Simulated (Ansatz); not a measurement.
Start from SnS in the GeS type structure (space group Pnma, No. 62; a = 11.155 Å, b = 4.000 Å, c = 4.261 Å).

Structures relaxed with DFT with PBE-D3(BJ), PAW potentials and a 420 eV plane-wave cutoff in Ansatz (a first-principles code), no SOC.

Base:

Simulated powder pattern, Mo Kα, λ = 0.71073 Å (kinematic, ideal powder, no thermal factors, no anomalous dispersion; the 14 strongest lines at most, above 2 %, up to 2θ = 40°):

```json
[
 {"2θ (°)": "10.24", "I/Imax (%)": "31", "hkl": "(101)"},
 {"2θ (°)": "12.05", "I/Imax (%)": "52", "hkl": "(201)"},
 {"2θ (°)": "12.55", "I/Imax (%)": "67", "hkl": "(210)"},
 {"2θ (°)": "14.00", "I/Imax (%)": "47", "hkl": "(011)"},
 {"2θ (°)": "14.47", "I/Imax (%)": "100", "hkl": "(111)"},
 {"2θ (°)": "14.64", "I/Imax (%)": "67", "hkl": "(400)"},
 {"2θ (°)": "17.82", "I/Imax (%)": "52", "hkl": "(311)"},
 {"2θ (°)": "19.55", "I/Imax (%)": "22", "hkl": "(102)"},
 {"2θ (°)": "20.31", "I/Imax (%)": "34", "hkl": "(411)"},
 {"2θ (°)": "20.47", "I/Imax (%)": "29", "hkl": "(020)"},
 {"2θ (°)": "22.10", "I/Imax (%)": "27", "hkl": "(112)"},
 {"2θ (°)": "22.17", "I/Imax (%)": "19", "hkl": "(302)"},
 {"2θ (°)": "23.14", "I/Imax (%)": "23", "hkl": "(511)"},
 {"2θ (°)": "25.26", "I/Imax (%)": "29", "hkl": "(420)"}
]
```

Perturbation: cell and atoms relaxed at a pressure of 4.5 GPa.

**Question.** Where do the lines fall after the change?

**Answer.** 
Simulated powder pattern, Mo Kα, λ = 0.71073 Å (kinematic, ideal powder, no thermal factors, no anomalous dispersion; the 14 strongest lines at most, above 2 %, up to 2θ = 40°):

```json
[
 {"2θ (°)": "10.75", "I/Imax (%)": "39", "hkl": "(101)"},
 {"2θ (°)": "12.58", "I/Imax (%)": "22", "hkl": "(201)"},
 {"2θ (°)": "12.79", "I/Imax (%)": "58", "hkl": "(210)"},
 {"2θ (°)": "14.45", "I/Imax (%)": "22", "hkl": "(011)"},
 {"2θ (°)": "14.94", "I/Imax (%)": "100", "hkl": "(111)"},
 {"2θ (°)": "15.05", "I/Imax (%)": "56", "hkl": "(400)"},
 {"2θ (°)": "18.37", "I/Imax (%)": "60", "hkl": "(311)"},
 {"2θ (°)": "20.75", "I/Imax (%)": "25", "hkl": "(020)"},
 {"2θ (°)": "20.93", "I/Imax (%)": "15", "hkl": "(411)"},
 {"2θ (°)": "21.41", "I/Imax (%)": "15", "hkl": "(501)"},
 {"2θ (°)": "23.08", "I/Imax (%)": "16", "hkl": "(112)"},
 {"2θ (°)": "23.83", "I/Imax (%)": "21", "hkl": "(511)"},
 {"2θ (°)": "25.74", "I/Imax (%)": "25", "hkl": "(420)"},
 {"2θ (°)": "35.83", "I/Imax (%)": "18", "hkl": "(413)"}
]
```

The indices refer to the base's conventional cell; one index is shown for lines that coincide.

Load acts through the strain it causes; cell and atoms are relaxed under it. Whether these cells are dynamically stable was not tested.
